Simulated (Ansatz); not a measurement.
**BaTiO3: transverse stress against strain**

BaTiO3 (cubic perovskite, Pm-3m, 12.182 Å³/atom at rest, cube axes along x, y and z) under a strain ε along a cube axis (axis z), the other axes held. LDA in Ansatz, a plane-wave DFT program (PAW, default set), 420 eV, 8×8×8 Γ-centred mesh, Fermi-Dirac smearing 0.05 eV; ions are relaxed within the symmetry of each cell. Stress is positive for a compressed cell.

Here s stands for strain and y for stress xx.

| strain (%) | stress xx (GPa) |
|---|---|
| -3.00 | ? |
| -1.20 | 1.47 |
| -0.60 | 0.72 |
| 0.00 | -0.01 |
| 0.60 | -0.71 |
| 1.20 | -1.39 |

Problem. Fit y against s with a straight line, and predict the withheld value at s = -3.00.

Solution. Means: s 0, y 0.016. About the means, the sum of products is -4.2900 and the sum of squares of s is 3.6000; the slope is their ratio. Least squares gives y = 0.016 - 1.1917·s. Residuals (row less fit): 0.024, -0.011, -0.026, -0.011, 0.024; standard error 0.026 (degrees of freedom: 3). The slope gives the elastic constant C12 = 119 ± 1.4 GPa. At the withheld row, y = 0.016 - 1.1917 × (-3.0) = 3.591 GPa. The calculation gives 3.87 GPa, 0.279 GPa above the prediction (5.3 % of the range of y in the table). The row lies outside the fitted rows, so this is an extrapolation. From the scatter of the fitted rows alone, a prediction at this place has a standard error of 0.051 GPa, so the miss is 5.5 times that.

One order more, fitted to all 11 runs of the series, follows each within 0.01, so the miss is the next term of a smooth law. The primitive cell can neither tilt nor turn polar against its symmetry, as such crystals can under strain. BaTiO3 is here the ideal cubic form; the compound distorts at low or room temperature. Rows are the converged runs of the series near zero and its far end; series whose fitted rows scatter by over a few per cent of the range, as at a crossing or softening among them, aren't shown in this form. Most that stay on the fit to the last digits aren't either.
